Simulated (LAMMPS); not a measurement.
Melts of Cu (fcc) cooled to 300 K at several rates.

Method: classical MD, pair style adp, file AlCu.adp; code LAMMPS.

```tsv
cooling rate (K/s)	energy above the crystal	state	density	coordination number	rough cost
3e+12	0.031 eV/atom	crystallised	8.74 g/cm³ (one sample)	12.0 (counted to 3.10 Å)	30 core-minutes
1e+13	0.024 eV/atom	crystallised	8.75 g/cm³ (one sample)	12.0 (counted to 3.10 Å)	12 core-minutes
1e+14	0.082 eV/atom	partly crystallised	8.58 g/cm³ (one sample)	12.6 (counted to 3.26 Å)	6 core-minutes
```

Costs are rough and include melting and analysis.

Caution: the cell keeps the atom count and shape of the starting crystal, which eases freezing.
